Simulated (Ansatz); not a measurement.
Base system: BeS in the zinc blende structure (space group F-43m, No. 216; a = 4.8381 Å).

The values are results of PBEsol (Ansatz, a quantum-chemistry and plane-wave program; PAW; 420 eV plane waves; scalar-relativistic without spin-orbit coupling), not measurements.

Before the change:

| Item | Result |
|---|---|
| Electron mass | 0.80 mₑ along k, 0.28 mₑ across (at X) |
| Gap character | indirect, Γ → X |
| Band gap | 2.91 eV |
| Width of the top valence band | 3.44 eV |

One thing is altered: the cell is scaled by 0.9900 in all directions; the atoms relax in the strained cell.

Task: What happens to the energy relative to the base, electron mass, gap character, band gap and width of the top valence band?

Result: The energy rises by 4.0 meV/atom; the electron mass becomes 0.79 mₑ along k, 0.28 mₑ across (at X) (base: 0.80 mₑ along k, 0.28 mₑ across (at X)); the gap character stays indirect, Γ → X; the band gap drops by 0.07 eV, from 2.91 eV to 2.84 eV; the width of the top valence band grows by 0.15 eV to 3.59 eV.

Effective masses come from finite differences of ±0.01 Å⁻¹. Along k means along the line from Γ to the band edge. Semilocal Kohn–Sham gaps tend to fall short of experiment. Whether these cells are dynamically stable was not tested.
